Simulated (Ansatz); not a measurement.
The reference is Nb in the bcc (W type) structure (space group Im-3m, No. 229; a = 3.304 Å; relaxed with 0.1 eV smearing). Axes: x, y, z lie along the cube axes.

The values are results of r2SCAN in Ansatz (plane waves to 500 eV, PAW, no spin-orbit coupling), not measurements.

Base values:

Volume per atom: 18.04 Å³

Modification: biaxial strain +3.00 %, plane normal [001], relaxed out of plane (Cartesian); in-plane vectors clamped, the third vector and the atoms free.

Task: Estimate the effect on the volume per atom.

Result: The volume per atom goes up by 0.434 Å³ to 18.48 Å³.

Stability against distortions was not tested. The final runs are not spin-polarised.

Ansatz is a quantum-chemistry and plane-wave program.
